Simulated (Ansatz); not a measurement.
Start from Pd in the fcc (Cu type) structure (space group Fm-3m, No. 225; a = 3.878 Å; relaxed with 0.1 eV smearing). Axes: x, y, z lie along the cube axes.

Level of theory: PBEsol (Ansatz, a program for electronic structure), spin-orbit coupling left out.

Strains are applied to the cell and any free atomic positions relax; under biaxial strain the out-of-plane vector relaxes too.

One change was made to it. Results:

The energy increases by 2.2 meV/atom; the volume per atom shrinks by 0.13 Å³, from 14.58 Å³ to 14.45 Å³; the pressure (mean of the normal stresses, compression positive) goes from zero to 1.9 GPa.

Question: Name the change that was made.
A) biaxial strain −1.67 %, plane normal [111], relaxed out of plane
B) biaxial strain +1.67 %, plane normal [111], relaxed out of plane
C) biaxial strain +1.25 %, plane normal [111], relaxed out of plane
D) biaxial strain −2.50 %, plane normal [111], relaxed out of plane
E) biaxial strain −0.83 %, plane normal [111], relaxed out of plane

Answer: E, biaxial strain −0.83 %, plane normal [111], relaxed out of plane. For comparison, the energy relative to the base in the other runs: biaxial strain +1.25 %, plane normal [111], relaxed out of plane gives +4.5 meV/atom; biaxial strain −2.50 %, plane normal [111], relaxed out of plane gives +21 meV/atom; biaxial strain +1.67 %, plane normal [111], relaxed out of plane gives +7.8 meV/atom; biaxial strain −1.67 %, plane normal [111], relaxed out of plane gives +9.1 meV/atom.

No phonon test of stability was made. The final runs are not spin-polarised.
